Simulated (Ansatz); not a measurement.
Results of r²SCAN (plane waves, PAW; Ansatz, a quantum-chemistry and plane-wave program) for NH4Br (P-43m, No. 215, 6 atoms in the cell; start COD 1008127).

Run with plane-wave cutoff 560 eV, 8×8×8 k mesh, Fermi–Dirac smearing 0.01 eV, scalar-relativistic PAW data made under PBE.

Cell (measured lattice):

BrH4N is taken in the cubic space group P-43m (No. 215), Pearson symbol cP6. Cell: a = 4.0000 Å, b = 4.0000 Å, c = 4.0000 Å, α = 90.00°, β = 90.00°, γ = 90.00°. N on 1a sees 4 H at 1.025 Å (tetrahedral). Br on 1b sees no neighbour by this rule. H on 4e is coordinated by 1 N at 1.025 Å. (Neighbours: up to the widest gap in distance over summed covalent radii, below 1.35, at either atom.)

Task: What does this level give for the band gap and smallest direct gap on the k points sampled?

Result: 
band gap: 4.82 eV (indirect)
smallest direct gap on the k points sampled: 4.90 eV

Note: the file's cell can be that of a phase stable at another temperature; cell and atoms aren't relaxed at this level (largest force component 0.14 eV/Å, pressure 1.3 GPa).

Spin–orbit coupling is not included.

The computed numbers hold no vibrational or temperature effects.
